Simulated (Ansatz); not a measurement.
## Several settings converged on RbAu5 (P6/mmm, 6 atoms in the cell)

```xyz
6
Lattice="5.8473 0.0000 0.0000 -2.9237 5.0639 0.0000 0.0000 0.0000 4.5233" Properties=species:S:1:pos:R:3 pbc="T T T"
Rb     0.0000     0.0000     0.0000
Au     2.9237     1.6880     0.0000
Au     0.0000     3.3759     0.0000
Au     2.9237     0.0000     2.2617
Au     1.4618     2.5320     2.2617
Au    -1.4618     2.5320     2.2617
```

Base method: LDA (PW92), default PAW files made with PBE (plane waves; Ansatz, a quantum-chemistry and plane-wave program).

Base settings: basis.ecutwfc = 30.9 Ry; kpoints.mp_grid.grid = 7 7 7; hamiltonian.xc = lda; hamiltonian.pseudopotentials = {kind: paw} (the program's default PAW files); scf.occupations.method = fermi_dirac; scf.occupations.width = 0.0073 Ry.

Core times come from one kind of shared machine, to one figure; runs under 30 s give none.

**Zone-centre phonons against the cutoff**

In this ladder: phonons.method = dfpt.

The mesh stays at the base's, so the ladder's end is converged at best in this setting alone.

Frequencies are those of the unrelaxed cell, without the LO-TO term of polar crystals.

Only quantities that move along the ladder and can be compared are tabulated.

| basis.ecutwfc | highest zone-centre frequency (cm⁻¹) | lowest optical frequency (cm⁻¹) | core time / last (rough) |
|---|---|---|---|
| 15.4 Ry | 94.2 | 14.1 | 0.3 |
| 18.4 Ry | 161.5 | 46.7 | 0.3 |
| 21.7 Ry | 148.6 | 48.8 | 0.5 |
| 26.1 Ry | 144.6 | 49.8 | 0.7 |
| 30.9 Ry | 144.7 | 49.8 | 0.8 |
| 37.1 Ry | 144.7 | 49.8 | 1 |

Coarsest basis.ecutwfc that holds the lowest optical frequency within 10 cm⁻¹ of the last step, with all finer ones: 18.4 Ry, at about 0.3 of the last step's time; the step before is off by 36 cm⁻¹.

Coarsest basis.ecutwfc that holds the highest zone-centre frequency within 10 cm⁻¹ of the last step, with all finer ones: 21.7 Ry; the step before is off by 17 cm⁻¹.

**Zone-centre phonons against the mesh**

In this ladder: phonons.method = dfpt.

Frequencies are those of the unrelaxed cell, without the LO-TO term of polar crystals.

Only quantities that move along the ladder and can be compared are tabulated.

| kpoints.mp_grid.grid | lowest optical frequency (cm⁻¹) | core time / last (rough) |
|---|---|---|
| 2 2 2 | 47.2 | 0.10 |
| 3 3 3 | 41.9 | 0.2 |
| 4 4 5 | 49.2 | 0.4 |
| 6 6 7 | 49.6 | 1 |

Coarsest kpoints.mp_grid.grid that holds the lowest optical frequency within 1 cm⁻¹ of the last step, with all finer ones: 4 4 5, at about 0.4 of the last step's time; the step before is off by 7.7 cm⁻¹.

**The force threshold of a relaxation**

On RbAu5 (P6mm, 6 atoms in the cell): one atom moved by 0.15 angstrom.

In this ladder: relax = atoms.

The mesh stays at the base's, so the ladder's end is converged at best in this setting alone.

Only quantities that move along the ladder and can be compared are tabulated.

| relax.f_tol | free energy less the last step's (meV/atom) | largest force left (eV/Å) | relaxation steps | core time / last (rough) |
|---|---|---|---|---|
| 0.2 eV/Å | 1.38 | 0.1110 | 2 | 0.4 |
| 0.05 eV/Å | 0.00 | 0.0015 | 3 | 0.6 |
| 0.02 eV/Å | 0.00 | 0.0015 | 3 | 0.5 |
| 0.005 eV/Å | 0.00 | 0.0016 | 4 | 0.7 |
| 0.001 eV/Å | 0.00 | 0.0001 | 5 | 1 |

Coarsest relax.f_tol that holds the largest force left within 0.01 eV/Å of the last step, with all finer ones: 0.05 eV/Å; the step before is off by 0.11 eV/Å.

Coarsest relax.f_tol that holds the free energy within 0.05 meV/atom of the last step, with all finer ones: 0.05 eV/Å; the step before is off by 1.4 meV/atom.

On the base run: the starting cell comes from a database of computed structures (which also holds hypothetical and non-ambient phases and stackings), without a prior relaxation at this level. Its lattice was rescaled by up to half a per cent. In the base run, with a pressure of about -7 GPa the cell is away from its equilibrium volume at this level.

Keys are those of Ansatz 0.2.
